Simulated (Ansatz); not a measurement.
**GaP: biaxial strain +1.56 %, plane normal [110], relaxed out of plane**

Start from GaP in the zinc blende structure (space group F-43m, No. 216; a = 5.4514 Å). Axes: x, y, z lie along the cube axes.

The change: biaxial strain +1.56 %, plane normal [110], relaxed out of plane (Cartesian); in-plane vectors clamped, the third vector and the atoms free.

Method: r2SCAN (Ansatz, an electronic-structure program, PAW, no spin-orbit coupling). k-mesh 10×10×10 (Γ-centred); smearing 0.05 eV (Fermi–Dirac).

```csv
quantity,base,changed,shift
space group,F-43m (No. 216),Imm2 (No. 44),–
shortest interatomic distance,236.1 pm,237.0 pm,+0.99 pm
energy relative to the base (free energy F),0 meV/atom,+5.9 meV/atom,+5.9 meV/atom
band gap,1.85 eV,1.74 eV,-0.11 eV
gap character,–,"indirect, Γ → R",–
smallest direct gap,2.36 eV,2.02 eV,-0.34 eV
electron mass,"1.1 mₑ along k, 0.23 mₑ across (off the special points)","1.7 mₑ along k, 0.14 mₑ across (at R)",–
"valence-band top at Γ (three highest levels, from the VBM)","0.00, 0.00, 0.00 eV","0.00, -0.16, -0.17 eV",–
out-of-plane strain,–,-0.73 %,–
ratio −ε⊥/ε∥,–,0.47,–
mean in-plane stress (compression positive),–,-2.9 GPa,–
```

Final structure (turned so that z lies along the plane normal):

```xyz
2
Lattice="0.0000 0.0000 -3.8267 -1.9574 2.7682 -1.9134 1.9574 2.7682 -1.9134" Properties=species:S:1:pos:R:3 pbc="T T T"
Ga     0.0000     0.0076    -3.8267
P      0.0000     4.1447    -5.7401
```

A biaxial case was relaxed in a doubled cell and then solved in the primitive one. Effective masses come from finite differences of ±0.01 Å⁻¹. Along k means along the line from Γ to the band edge. Stability against distortions was not tested. Labels are those of the standard path for the cell's own space group.
